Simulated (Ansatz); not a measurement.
Here is the system:

```
CELL_PARAMETERS angstrom
      4.77995     0.00000     0.00000
      0.00000     4.77995     0.00000
      0.00000     0.00000     3.21493
ATOMIC_POSITIONS crystal
  Sn 0.00000 0.00000 0.00000
  Sn 0.50000 0.50000 0.50000
  O  0.30638 0.30638 0.00000
  O  0.80638 0.19362 0.50000
  O  0.19362 0.80638 0.50000
  O  0.69362 0.69362 0.00000
```

No spin polarisation.

Computed with PBEsol (Ansatz, a quantum-chemistry and plane-wave program, PAW, without spin-orbit coupling). Γ-centred 7×7×10 mesh, Fermi–Dirac width 0.05 eV.

Problem. Predict the gap character.

Solution. Direct at Γ.

Problem. What band gap does the calculation give?

Solution. 0.86 eV.

Load acts through the strain it causes; cell and atoms are relaxed under it. Whether these cells are dynamically stable was not tested. The cell was made from SnO2 in the rutile structure (space group P4_2/mnm, No. 136) by this change: pressure −1 GPa.
